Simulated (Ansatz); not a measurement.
Checking a run of Ansatz (an electronic-structure program) on Ta₃Cu (I4/mmm, 4 atoms in the cell). The aim is a self-consistent single point with DFT, r2SCAN, plane waves, default PAW files made with PBE.

Cell that was meant: a = 5.0755 Å, b = 5.0755 Å, c = 5.0755 Å, α = 133.43°, β = 133.43°, γ = 67.98°.

Part of the input:

Ansatz 0.2 input:
```yaml
  pseudopotentials: { kind: paw }
scf:
  occupations: { method: fermi_dirac, width: 0.1 }
  max_iter: 40
  convergence: { dr2_threshold: 1.0e-22 eV }
output:
  forces: true
  eigenvalues: true
```

Output (repeated stretches shortened):

```
WARN basis.ecutwfc = 500 eV, the default
WARN ansatz: RAYON_NUM_THREADS=1 ignored (pool sized by the plan → 1); use --threads N
   [... lines left out ...]
PAW frozen core: Cu, regenerated for the run's functional
Initial density: superposition of atomic densities (neutral atoms: chi_scale 0, normalization atom), corrected by the library's trained network
Initial wavefunctions: pseudopotential atomic-orbital guess
Eigensolver: davidson
Functional: x = r2scan, c = r2scan; τ floored in thin density (d = 2e-4 eV/Å³)
SCF iter   1: F=—  HF=-36463.544647 eV  |F-HF|=—  |Δ(HF+E_count)|=         —  Δρ=2.58e-2  dr2=3.19e-1  dr2_τ=4.69e-2  ethr=1.77e-3  ⟨swp⟩=5.0  Hψ=9124  notcnv=0
all-band conjugate gradients solve this SCF's bands
preconditioner: auto → Kerker (q_TF=auto, 2.658 Å⁻¹)
SCF iter   2: F=—  HF=-36463.625365 eV  |F-HF|=—  |Δ(HF+E_count)|=   8.07e-2  Δρ=2.56e-2  dr2=2.62e-1  dr2_τ=4.65e-3  ethr=5.50e-4  ⟨swp⟩=2.0  Hψ=5833  notcnv=0
   [... lines left out ...]
SCF iter  21: F=—  HF=-36463.578895 eV  |F-HF|=—  |Δ(HF+E_count)|=  1.46e-11  Δρ=3.40e-12  dr2=8.48e-21  dr2_τ=2.61e-22  ethr=9.19e-19 (applied; sched 1.00e-12)  ⟨swp⟩=1.0  Hψ=2625  notcnv=0
SCF iter  22: F=—  HF=-36463.578895 eV  |F-HF|=—  |Δ(HF+E_count)|=  7.28e-12  Δρ=2.46e-12  dr2=2.95e-21  dr2_τ=2.69e-23  ethr=9.19e-19 (applied; sched 1.00e-12)  ⟨swp⟩=1.0  Hψ=2625  notcnv=0
SCF iter  23: F=-36463.578895 eV  HF=-36463.578895 eV  |F-HF|=1.46e-11  |Δ(HF+E_count)|=  1.46e-11  Δρ=3.83e-13  dr2=7.67e-23  dr2_τ=1.27e-24  ethr=1.00e-12  ⟨swp⟩=1.0  Hψ=5550  notcnv=0
SCF 1 converged in 23 iterations: F = -36463.578895 eV  dr2 = 7.67e-23
Free energy (F): -36463.578895 eV
Internal energy: -36463.467126 eV  (E = F + TS)
E sigma→0 (E₀):  -36463.523010 eV
Entropy (-TS):   -0.111769 eV (-27.942 meV/atom)
Fermi energy:    17.941423 eV
--- Forces (eV/Å), atoms counted from 1 ---
  atom   1  Ta     0.00000000     0.00000000     0.00000000
   [... zero for the other atoms too ...]
--- Stress (GPa, compression-positive) ---
       -2.891715       0.000000      -0.000000
        0.000000      -2.891715       0.000000
       -0.000000       0.000000      -2.421368
  P = ⅓ Tr σ = -2.7349 GPa (-27.349 kbar)
  The stress holds the Pulay correction. Without it, at fixed plane waves, as pw.x and ABINIT print it: P = -2.7984 GPa
```

Problem. Is anything amiss in this input, and did it matter?

Solution. The results can be used. The input holds a threshold far tighter than needed, beside a limit on iterations, which can do harm: each further decade of the residual costs iterations, and near the noise of double precision and of the grids the loop may never get there. Here it did none. The run converged in 23 iterations, and against the sound input the free energy hardly moves (within 1 meV/atom) and the pressure stays at -2.73 GPa. It cost iterations: the sound input took 10.

An input that runs soundly differs in these lines (not the only fix; some lines may just follow from the change or write a value another way):
```diff
-  max_iter: 40
-  convergence: { dr2_threshold: 1.0e-22 eV }
```

With that input, the run converged in 10 iterations: free energy E − TS (on the zero of these files) -36463.5789 eV; Fermi level (on the code's own zero) 17.94 eV; pressure -2.73 GPa (DFT, r2SCAN, plane waves, default PAW files made with PBE).

On the sound input: the starting cell comes from a database of computed structures (which also holds hypothetical and non-ambient phases and stackings), without a prior relaxation at this level. Spin polarisation is off. Ansatz's pressure includes its estimate of the finite-basis (Pulay) stress.
